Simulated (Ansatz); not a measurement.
**What Sn → Pb does to SnO2**

Consider SnO2 in the rutile structure (space group P4_2/mnm, No. 136; a = 4.7599 Å, c = 3.2008 Å).

Now apply this change: full substitution Sn → Pb, then cell and atoms are relaxed.

All numbers come from Ansatz (an electronic-structure program) r2SCAN, spin-orbit coupling left out. Γ-centred 7×7×10 mesh, Fermi–Dirac width 0.05 eV.

The volume per atom grows by 2.018 Å³ to 14.10 Å³ and the density increases by 2.485 g/cm³ to 9.39 g/cm³. The c/a ratio goes up by 0.010 (0.672 → 0.682) and the shortest interatomic distance goes up by 0.108 Å (2.059 Å → 2.167 Å). The band gap becomes zero (base: 1.77 eV).

With Pb present, leaving out spin-orbit coupling can change the band edges. No phonon test of stability was made. The final runs are not spin-polarised. Gaps under 0.05 eV, about the width of the smearing, are given as zero. The zero or small gap of PbO2 can change with the level of theory.
